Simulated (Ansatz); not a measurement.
# Cs2AgBiBr6 under a change: pressure 60 GPa

Take Cs₂AgBiBr₆ (space group Fm-3m, No. 225; a = 11.477 Å) as the base.

Now apply this change: a hydrostatic pressure of 60 GPa.

Level of theory: plane-wave PAW DFT at the PBE level (Ansatz, a quantum-chemistry and plane-wave program, 420 eV), no spin-orbit coupling. Γ-centred 5×5×5 mesh, Fermi–Dirac width 0.05 eV.

```csv
quantity,base,changed,shift
volume per atom,37.79 Å³,20.62 Å³,-17.17 Å³
density,4.67 g/cm³,8.55 g/cm³,+3.886 g/cm³
lattice parameter a,11.477 Å,9.378 Å,-2.099 Å
shortest interatomic distance,2.854 Å,2.275 Å,-0.5783 Å
enthalpy H = E + PV relative to the base's energy,–,+9.50 eV/atom,–
band gap,1.32 eV,zero,–
```

Cost of the whole job for the changed cell (relaxation, final SCF and bands): roughly 70 core-seconds.

A case with no gap was solved on a k-mesh chosen for an insulator, which is coarse for it. Spin-orbit coupling, missing from the scalar runs, can matter with Bi. Load acts through the strain it causes; cell and atoms are relaxed under it. Stability against distortions was not tested. Competing high-pressure phases were not computed. No Hubbard U is applied, and correlation can decide whether such a compound is a metal. The final runs are not spin-polarised. The zero or small gap of Cs2AgBiBr6 under pressure 60 GPa can change with the level of theory.
